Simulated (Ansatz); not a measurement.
MgO (Immm), r2SCAN, rigid bands in Ansatz (a first-principles code): Condition of this run: uniaxial stress along [110] of -1 GPa (compression positive) (the target of the relaxation). band gap 5.64 eV, N_c = 5.71e18 cm⁻³ and N_v = 1.90e20 cm⁻³ at 300 K, conductivity masses of 0.373 mₑ (electrons) and 2.26 mₑ (holes). Take k_BT = 0.02585 eV.

Problem. Find the intrinsic carrier density and the intrinsic Fermi level.

Solution. n_i = √(N_c N_v) exp(−E_g/2k_BT) = 3.29e19 × exp(−109.08) = 1.4e-28 cm⁻³. The level lies (k_BT/2) ln(N_v/N_c) = 45 meV from mid-gap (positive towards the conduction band). Each 0.1 eV added to the gap lowers n_i by a factor of 6.9.

Problem. A film of it is 3 nm thick. Estimate the confinement energies in an infinite well.

Solution. ħ²π²/(2m t²) = 0.376 eV·nm²/(m/mₑ × t²) gives 112 meV for electrons and 18.5 meV for holes, so the gap would widen to about 5.77 eV. Finite barriers and nonparabolic bands lower this, and with several valleys or bands the heaviest mass along the normal sets the lowest level, not this average.

Problem. What thermal injection velocity √(2k_BT/πm) limits a ballistic channel?

Solution. 8.81e6 cm/s for electrons and 3.58e6 cm/s for holes, a ratio of √(m_h/m_e) = 2.46, for dilute carriers.

Rigid, parabolic bands with the computed gap; masses take one relaxation time for all states. Spin-orbit coupling is left out.
